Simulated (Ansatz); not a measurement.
Consider Sn (space group I4/mmm, No. 139; a = 7.999 Å, c = 4.628 Å; a model cell).

The values are results of PBEsol (Ansatz, an electronic-structure program, PAW, without spin-orbit coupling), not measurements.

For the base:

The c/a ratio is 0.579 and the volume per atom is 37.01 Å³.

It is then changed as follows: a hydrostatic pressure of 3 GPa.

Q: Predict the new c/a ratio and volume per atom.

A: The c/a ratio increases by 0.0056 to 0.584; the volume per atom shrinks by 2.43 Å³, from 37.01 Å³ to 34.58 Å³.

Load acts through the strain it causes; cell and atoms are relaxed under it. Whether these cells are dynamically stable was not tested. This is not the structure that Sn has at room temperature and ambient pressure.
